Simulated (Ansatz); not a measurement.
Take MgO (space group P4_2/mnm, No. 136; a = 5.5651 Å, c = 3.2925 Å; a hypothetical phase, not in the database extracts checked) as the base. Axes: x, y, z lie along a, b, c of the conventional cell.

(Cell as relaxed with PBE.)

Levels (all Ansatz, a first-principles code, PAW): PBE (420 eV, no SOC); PBEsol (420 eV, no spin-orbit coupling).

Each level relaxes its own structure.

```
base                      PBE    PBEsol
-------------------  --------  --------
volume per atom      12.75 Å³  12.43 Å³
lattice parameter a   5.565 Å   5.510 Å
band gap              3.38 eV   3.36 eV
```

It is then changed as follows: uniaxial strain ε_xx = +1.13 %, all other strain components held at zero; the atoms relax in the strained cell.

| quantity | PBE | PBEsol |
|---|---|---|
| shortest interatomic distance | 1.978 Å | 1.963 Å |
| stress (xx, yy, zz, yz, xz, xy; compression positive) | (-1.44, -0.98, -0.96, 0.00, 0.00, 0.00) GPa | (-1.42, -1.05, -1.06, 0.00, 0.00, 0.00) GPa |
| largest internal atomic displacement | 0.013 Å | 0.013 Å |

PBE's shortest interatomic distance lies 0.015 Å above PBEsol's (0.8 %); the two agree on the largest internal atomic displacement. Neither level is exact; PBEsol is the comparison here, not a measurement.

Stability against distortions was not tested.
